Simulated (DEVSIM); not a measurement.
Device: Co/SiO2/p-Si capacitor, at 300 K.

| layer (left to right) | material | thickness (nm) | Na (cm⁻³) |
|---|---|---|---|
| 1 | SiO2 | 14.0 | - |
| 2 | Si | 17000 | 1.2e15 |

Metal gate on the left, work function 5 eV. Fixed charge at the semiconductor interface 0 cm⁻² (in units of +e); interface traps 1e11 cm⁻² eV⁻¹, uniform in energy, neutral level at 0.3 of the gap above the valence band.

This is a model device: material constants are rounded textbook-type values typed into the input, and sizes, dopings and lifetimes were drawn at random. Values at 300 K.

| parameter | SiO2 | Si |
|---|---|---|
| gap (eV) | 9 | 1.124 |
| affinity (eV) | 0.9 | 4.05 |
| permittivity | 3.9 | 11.7 |
| Nc (cm⁻³) | - | 2.86e19 |
| Nv (cm⁻³) | - | 3.1e19 |

Simulated with DEVSIM: 1D Poisson equation in equilibrium, Boltzmann statistics, complete ionisation; no quantum confinement or tunnelling. Metal contacts follow the ideal Schottky-Mott rule: no Fermi-level pinning, no interface dipoles.

Tabulate band edges, carrier densities and field at 2.5 V on the gate.

Energies count from the Fermi level of the right contact; mesh points crowd at the junctions.

```json
[
 {"x (μm)": "0.000", "Ec (eV)": "1.600", "Ev (eV)": "-7.400", "n (cm⁻³)": "< 1e2", "p (cm⁻³)": "< 1e2", "field (V/cm)": "1100000"},
 {"x (μm)": "0.001681", "Ec (eV)": "1.788", "Ev (eV)": "-7.212", "n (cm⁻³)": "< 1e2", "p (cm⁻³)": "< 1e2", "field (V/cm)": "1100000"},
 {"x (μm)": "0.005574", "Ec (eV)": "2.224", "Ev (eV)": "-6.777", "n (cm⁻³)": "< 1e2", "p (cm⁻³)": "< 1e2", "field (V/cm)": "1100000"},
 {"x (μm)": "0.01075", "Ec (eV)": "2.803", "Ev (eV)": "-6.197", "n (cm⁻³)": "< 1e2", "p (cm⁻³)": "< 1e2", "field (V/cm)": "1100000"},
 {"x (μm)": "0.01381", "Ec (eV)": "3.144", "Ev (eV)": "-5.856", "n (cm⁻³)": "< 1e2", "p (cm⁻³)": "< 1e2", "field (V/cm)": "1100000"},
 {"x (μm)": "0.01546", "Ec (eV)": "0.051", "Ev (eV)": "-1.073", "n (cm⁻³)": "4.0e18", "p (cm⁻³)": "< 1e2", "field (V/cm)": "180000"},
 {"x (μm)": "0.01960", "Ec (eV)": "0.097", "Ev (eV)": "-1.027", "n (cm⁻³)": "6.6e17", "p (cm⁻³)": "180", "field (V/cm)": "75000"},
 {"x (μm)": "0.03735", "Ec (eV)": "0.167", "Ev (eV)": "-0.957", "n (cm⁻³)": "4.5e16", "p (cm⁻³)": "2600", "field (V/cm)": "25000"},
 {"x (μm)": "0.07617", "Ec (eV)": "0.238", "Ev (eV)": "-0.886", "n (cm⁻³)": "2.8e15", "p (cm⁻³)": "41000", "field (V/cm)": "16000"},
 {"x (μm)": "0.1821", "Ec (eV)": "0.387", "Ev (eV)": "-0.737", "n (cm⁻³)": "9.1e12", "p (cm⁻³)": "1.3e7", "field (V/cm)": "13000"},
 {"x (μm)": "0.4501", "Ec (eV)": "0.666", "Ev (eV)": "-0.458", "n (cm⁻³)": "1.8e8", "p (cm⁻³)": "6.3e11", "field (V/cm)": "7900"},
 {"x (μm)": "1.598", "Ec (eV)": "0.861", "Ev (eV)": "-0.263", "n (cm⁻³)": "97000", "p (cm⁻³)": "1.2e15", "field (V/cm)": "≈ 0"},
 {"x (μm)": "4.250", "Ec (eV)": "0.861", "Ev (eV)": "-0.263", "n (cm⁻³)": "97000", "p (cm⁻³)": "1.2e15", "field (V/cm)": "≈ 0"},
 {"x (μm)": "10.31", "Ec (eV)": "0.861", "Ev (eV)": "-0.263", "n (cm⁻³)": "97000", "p (cm⁻³)": "1.2e15", "field (V/cm)": "≈ 0"},
 {"x (μm)": "15.17", "Ec (eV)": "0.861", "Ev (eV)": "-0.263", "n (cm⁻³)": "97000", "p (cm⁻³)": "1.2e15", "field (V/cm)": "≈ 0"},
 {"x (μm)": "16.30", "Ec (eV)": "0.861", "Ev (eV)": "-0.263", "n (cm⁻³)": "97000", "p (cm⁻³)": "1.2e15", "field (V/cm)": "≈ 0"},
 {"x (μm)": "16.75", "Ec (eV)": "0.861", "Ev (eV)": "-0.263", "n (cm⁻³)": "97000", "p (cm⁻³)": "1.2e15", "field (V/cm)": "≈ 0"},
 {"x (μm)": "16.91", "Ec (eV)": "0.861", "Ev (eV)": "-0.263", "n (cm⁻³)": "97000", "p (cm⁻³)": "1.2e15", "field (V/cm)": "≈ 0"},
 {"x (μm)": "16.99", "Ec (eV)": "0.861", "Ev (eV)": "-0.263", "n (cm⁻³)": "97000", "p (cm⁻³)": "1.2e15", "field (V/cm)": "≈ 0"},
 {"x (μm)": "17.00", "Ec (eV)": "0.861", "Ev (eV)": "-0.263", "n (cm⁻³)": "97000", "p (cm⁻³)": "1.2e15", "field (V/cm)": "≈ 0"},
 {"x (μm)": "17.01", "Ec (eV)": "0.861", "Ev (eV)": "-0.263", "n (cm⁻³)": "97000", "p (cm⁻³)": "1.2e15", "field (V/cm)": "≈ 0"},
 {"x (μm)": "17.01", "Ec (eV)": "0.861", "Ev (eV)": "-0.263", "n (cm⁻³)": "97000", "p (cm⁻³)": "1.2e15", "field (V/cm)": "≈ 0"}
]
```
